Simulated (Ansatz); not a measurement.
Results of HSE06 (Ansatz, a first-principles code, plane waves, PAW) for InSe (P-6m2, No. 187; cell taken from a computed entry).

Run with plane-wave cutoff 460 eV, 6×6×2 k mesh (along the axes of the cell as run), Fermi–Dirac smearing 0.01 eV, scalar-relativistic PAW data made under PBE.

Cell (relaxed with PBEsol):

```xyz
8
Lattice="4.0083 0.0000 0.0000 -2.0041 3.4713 0.0000 0.0000 0.0000 16.8699" Properties=species:S:1:pos:R:3 pbc="T T T"
In     0.0000     0.0000     9.8230
In     0.0000     0.0000     7.0469
In     0.0000     2.3142    15.4820
In     0.0000     2.3142     1.3879
Se     2.0041     1.1571    14.2046
Se     2.0041     1.1571     2.6653
Se     0.0000     2.3142    11.1003
Se     0.0000     2.3142     5.7697
```

### Question
Give the computed band gap.

### Answer

band gap: 1.22 eV (on the SCF k mesh)

Note: the cell comes from a level without a dispersion term, which matters for the spacing of layers, chains or molecules; cell and atoms aren't relaxed at this level (largest force component 0.15 eV/Å, pressure 0.9 GPa); the cell has widely spaced layers and the level no dispersion term, so their spacing and the moduli can rest on weak binding.

Spin–orbit coupling is not included.

The computed numbers hold no vibrational or temperature effects.

The result took roughly 8 core-minutes.
